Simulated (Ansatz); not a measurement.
Worked calculations on one periodic cell of amorphous In$_{22}$WO$_{36}$: In22WO36, 59 atoms, volume 824.4 Å³, made by a melt-quench on the CHGNet potential and relaxed with DFT. O atoms were pushed apart under 1.9 Å during the dynamics, to hinder bonds among them. It is a model cell: composition and starting density were chosen by hand, and all elements were melted together. The numbers are results of PBE, scalar-relativistic without spin-orbit coupling (plane waves to 420 eV, PAW; Ansatz, a program for electronic structure), not measurements. Sampling: a 2×2×2 Γ-centred mesh; Fermi-Dirac width 0.02 eV; no spin polarisation. Its volume was relaxed, its shape was held as a cube, and it stands at a mean pressure of 0.2 GPa with stress components up to 2.0 GPa; the relaxation ran on the zone centre alone. Its density went from a set 6.68 to 6.62 g/cm³. The cell is small and was quenched far faster than a real film, so it is one sample of the glass.

Count formal charges (In +3, W +6, O -2). What does the count lead one to expect at the Fermi level, and what does the calculation give?

22 × (+3) + 1 × (+6) + 36 × (-2) = 0. The charges balance, so the anion-derived valence states can be full and a gap can open. On this mesh the highest filled and lowest empty level lie 0.42 eV apart, the PBE gap of this cell, with a localised state at one edge or both.

The cell was scaled and its atoms relaxed again at each volume (the zone centre alone): 750.2 Å³, 10.02 GPa; 824.4 Å³, 0.06 GPa; 849.2 Å³, -2.43 GPa.

Estimate the bulk modulus over this range from B = −dP/d ln V.

Between the ends: −(-2.43 − 10.02) / ln(849.2/750.2) = 100 GPa, a mean over the range at 0 K with the atoms relaxed.
